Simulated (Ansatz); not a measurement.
Base system: SiO$_{2}$ (space group P3_121, No. 152; a = 4.949 Å, c = 5.442 Å). Axes: x lies along a and z along c of the hexagonal cell.

Calculations: Ansatz (an electronic-structure program) PBEsol, without spin-orbit coupling.

Now apply this change: biaxial strain +3.80 %, plane normal [001], relaxed out of plane (Cartesian); in-plane vectors clamped, the third vector and the atoms free.

Q: Estimate the effect on the ratio −ε⊥/ε∥.

A: The ratio −ε⊥/ε∥ amounts to 0.11.

Whether these cells are dynamically stable was not tested.
